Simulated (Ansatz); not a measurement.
Take Sc in the hcp (Mg type) structure (space group P6_3/mmc, No. 194; a = 3.319 Å, c = 5.166 Å) as the base.

(Cell as relaxed with PBE.)

Levels (all Ansatz, a first-principles code, PAW): PBE (420 eV, spin-orbit coupling left out); r2SCAN (500 eV, without spin-orbit coupling).

Each level relaxes its own structure.

| base | PBE | r2SCAN |
|---|---|---|
| volume per atom | 24.65 Å³ | 24.92 Å³ |
| lattice parameter a | 3.319 Å | 3.329 Å |
| band gap | zero | zero |

Now apply this change: hydrostatic tension (pressure −1 GPa).

```csv
quantity,PBE,r2SCAN
band gap,zero,zero
c/a ratio,1.557,1.561
volume per atom,25.12 Å³,25.39 Å³
```

PBE's c/a ratio lies 0.004 below r2SCAN's; PBE's volume per atom lies 0.27 Å³ below r2SCAN's (1.1 %); the two agree on the band gap. Neither level is exact; r2SCAN is the comparison here, not a measurement.

Load acts through the strain it causes; cell and atoms are relaxed under it. Stability against distortions was not tested. All final runs are without spin polarisation.
